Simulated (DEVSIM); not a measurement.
Structure: abrupt Si p-n junction, at 300 K.

Layer 1 from the left is Si, thickness (μm) 0.250, Na (cm⁻³) 6.4e17, τn (s) 0.00051, τp (s) 0.00051. Layer 2 from the left is Si, thickness (μm) 6.40, Nd (cm⁻³) 1.5e17, τn (s) 0.00051, τp (s) 0.00051.

Left contact: ohmic. Right contact: ohmic. Voltage is applied to the left contact. Recombination: SRH at mid-gap, radiative. Mobility is constant in doping.

The device is made up for the run: typed textbook-type constants, with dimensions and the other settings drawn at random. Values at 300 K.

Si: gap (eV) 1.124, affinity (eV) 4.05, permittivity 11.7, Nc (cm⁻³) 2.86e19, Nv (cm⁻³) 3.1e19, μn (cm²/Vs) 1417, μp (cm²/Vs) 470, B (cm³/s) 4.7e-15.

Simulated with DEVSIM: 1D drift-diffusion, Boltzmann statistics, complete ionisation; no tunnelling, impact ionisation, image-force lowering or self-heating.

Dark forward current:

| |V| (V) | |J| (A/cm²) |
|---|---|
| 0.05 | 2.872e-10 |
| 0.10 | 2.261e-9 |
| 0.15 | 1.586e-8 |
| 0.20 | 1.097e-7 |
| 0.25 | 7.566e-7 |
| 0.30 | 5.220e-6 |
| 0.35 | 3.601e-5 |
| 0.40 | 0.0002484 |
| 0.45 | 0.001713 |
| 0.50 | 0.01181 |
| 0.55 | 0.08140 |
| 0.60 | 0.5608 |
| 0.65 | 3.854 |
| 0.70 | 26.13 |
| 0.75 | 163.9 |
| 0.80 | 768.0 |
| 0.85 | 2277 |

Problem. Work out the local ideality factor n = ΔV / (kT/q · ln(J2/J1)) between the rows 0.15 and 0.20 V, 0.80 and 0.85 V.

Solution. kT/q = 25.85 mV. From 0.15 to 0.20 V: ln(1.097e-7/1.586e-8) = 1.934, n = 1.00, near the 1 of diffusion or emission over a barrier. From 0.80 to 0.85 V: ln(2277/768.0) = 1.087, n = 1.78; the layers' resistance at their doping, Σ W/(qμN) = 1.9e-5 Ω cm², would take 29 mV of this step of 50 mV.

Problem. Estimate the current at 0.45 V from the Shockley equation with J0 = Σ q ni² D/(N L) coth(W/L), τ joining the SRH, radiative and Auger lifetimes that are on, and W taken as the whole layer.

Solution. ni² = 1.16e20 cm⁻⁶; electrons in the p layer: μ = 1420 cm²/Vs, D = 36.6 cm²/s, τ = 0.000201 s, L = 859 μm, W/L = 0.00029, term 4.25e-11 A/cm²; holes in the n layer: μ = 470 cm²/Vs, D = 12.1 cm²/s, τ = 0.000375 s, L = 675 μm, W/L = 0.0095, term 2.35e-12 A/cm². J0 = 4.48e-11 A/cm², and J = J0 exp(qV/kT) = 0.00163 A/cm². The simulation gives 0.00171 A/cm²; the estimate lies 4.9 % below. The estimate leaves out recombination in the depletion region and that region's share of W.
